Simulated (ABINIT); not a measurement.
ABINIT run on Sr (Fm-3m, 1 atom in the cell): self-consistent single point.

Level of theory: PBE, spin-orbit coupling, norm-conserving pseudopotentials (PseudoDojo nc-fr-04 PBE standard) (plane waves; ABINIT).

```yaml
crystal:
  lattice:
    - [0.00000, 2.97586, 2.97586]
    - [2.97586, 0.00000, 2.97586]
    - [2.97586, 2.97586, 0.00000]
  atoms:
    - { symbol: Sr, position: [0.00000, 0.00000, 0.00000] }
```

Reference input (self-consistent single point, DFT, PBE, plane waves, norm-conserving pseudopotentials (PseudoDojo nc-sr-05 PBE standard)): pseudos = [Sr.upf]; ecut = 68 Ry; ixc = 11; occopt = 3; tsmear = 0.1 eV; ngkpt = 8 8 8; nshiftk = 1; shiftk = 0 0 0; potentials = PseudoDojo nc-sr-05 PBE standard; nband = 10; kptopt = 1; nstep = 80. This run's input differs from it in these lines:

```diff
@@ -1,2 +1,2 @@
-# Sr, PseudoDojo nc-sr-05 PBE standard
+# Sr, PseudoDojo nc-fr-04 PBE standard
 pp_dirpath "./"
@@ -15,5 +15,7 @@
 ixc 11
+nspinor 2
+nspden 1
 occopt 3
 tsmear 0.1 eV
-nband 10
+nband 20
 kptopt 1
```

Its files differ too (potentials: PseudoDojo nc-sr-05 PBE standard → PseudoDojo nc-fr-04 PBE standard).

Output (repeated stretches shortened):

```
--- !BeginCycle
solver: {iscf: 7, nstep: 80, nline: 4, wfoptalg: 0, }
tolerances: {tolvrs: 1.00E-11, }
...

     iter   Etot(hartree)      deltaE(h)  residm     vres2
 ETOT  1  -34.227326961796    -3.423E+01 6.529E-02 1.207E+00
 ETOT  2  -34.235808972093    -8.482E-03 1.747E-02 6.941E-02
 ETOT  3  -34.235810639989    -1.668E-06 1.069E-03 1.552E-03
 ETOT  4  -34.235810725838    -8.585E-08 2.230E-03 2.507E-04
 ETOT  5  -34.235810735825    -9.988E-09 1.356E-03 7.438E-06
 ETOT  6  -34.235810736199    -3.740E-10 6.182E-04 7.689E-08
 ETOT  7  -34.235810736206    -7.105E-12 2.580E-04 4.884E-09
 ETOT  8  -34.235810736205     1.066E-12 2.052E-04 3.506E-11
 ETOT  9  -34.235810736206    -3.624E-13 1.287E-04 1.541E-13
 At SCF step    9       vres2   =  1.54E-13 < tolvrs=  1.00E-11 =>converged.

 Cartesian components of stress tensor (hartree/bohr^3)
  sigma(1 1)= -1.81189021E-05  sigma(3 2)=  0.00000000E+00
  sigma(2 2)= -1.81189021E-05  sigma(3 1)=  0.00000000E+00
  sigma(3 3)= -1.81189021E-05  sigma(2 1)=  0.00000000E+00

 ----iterations are completed or convergence reached----

 reduced coordinates (array xred) for    1 atoms
       0.000000000000      0.000000000000      0.000000000000
 cartesian forces (eV/Angstrom) at end:
    1     -0.00000000000000    -0.00000000000000    -0.00000000000000
 frms,max,avg= 0.0000000E+00 0.0000000E+00   0.000E+00  0.000E+00  0.000E+00 e/A
 length scales=  7.952904675700  7.952904675700  7.952904675700 bohr
              =  4.208495896469  4.208495896469  4.208495896469 angstroms
   [... lines left out ...]
 Fermi (or HOMO) energy (eV) =   4.42079   Average Vxc (eV)=  -7.61774
   [... lines left out ...]
total_energy        : -3.42358107362057E+01
total_energy_eV     : -9.31603787701202E+02
band_energy         : -5.21563334736119E+00
...

-Cartesian components of stress tensor (GPa)         [Pressure=  5.3308E-01 GPa]
- sigma(1 1)= -5.33076415E-01  sigma(3 2)=  0.00000000E+00
- sigma(2 2)= -5.33076415E-01  sigma(3 1)=  0.00000000E+00
- sigma(3 3)= -5.33076415E-01  sigma(2 1)=  0.00000000E+00

 Calculation completed.
```

The run converged in 9 iterations. Against the reference run the pressure moves little (0.54 to 0.53 GPa).

The starting cell has typed, rounded lattice constants, without a prior relaxation at this level. Its lattice was rescaled by a random factor within 2.5 % of one.

Cost on one core of a shared machine: roughly 2 min.
